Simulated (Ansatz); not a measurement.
Start from SnTe in the rock salt structure (space group Fm-3m, No. 225; a = 6.2348 Å).

Structures relaxed with LDA (Ansatz, a quantum-chemistry and plane-wave program), no SOC.

Base:

Simulated powder pattern, Cu Kα1, λ = 1.54056 Å (kinematic, ideal powder, no thermal factors, no anomalous dispersion; the 8 strongest lines at most, above 2 %, up to 2θ = 90°):

| 2θ (°) | I/Imax (%) | hkl |
|---|---|---|
| 28.61 | 100 | (200) |
| 40.91 | 76 | (220) |
| 50.68 | 27 | (222) |
| 59.23 | 12 | (400) |
| 67.08 | 34 | (420) |
| 74.49 | 25 | (422) |
| 88.67 | 8.3 | (440) |

Modification: the cell is scaled by 0.9900 in all directions; the atoms relax in the strained cell.

After the change:

Simulated powder pattern, Cu Kα1, λ = 1.54056 Å (kinematic, ideal powder, no thermal factors, no anomalous dispersion; the 8 strongest lines at most, above 2 %, up to 2θ = 90°):

```json
[
 {"2θ (°)": "28.91", "I/Imax (%)": "100", "hkl": "(200)"},
 {"2θ (°)": "41.34", "I/Imax (%)": "75", "hkl": "(220)"},
 {"2θ (°)": "51.23", "I/Imax (%)": "27", "hkl": "(222)"},
 {"2θ (°)": "59.89", "I/Imax (%)": "12", "hkl": "(400)"},
 {"2θ (°)": "67.85", "I/Imax (%)": "34", "hkl": "(420)"},
 {"2θ (°)": "75.38", "I/Imax (%)": "25", "hkl": "(422)"},
 {"2θ (°)": "89.81", "I/Imax (%)": "8.3", "hkl": "(440)"}
]
```

The indices refer to the base's conventional cell; one index is shown for lines that coincide.

Stability against distortions was not tested.
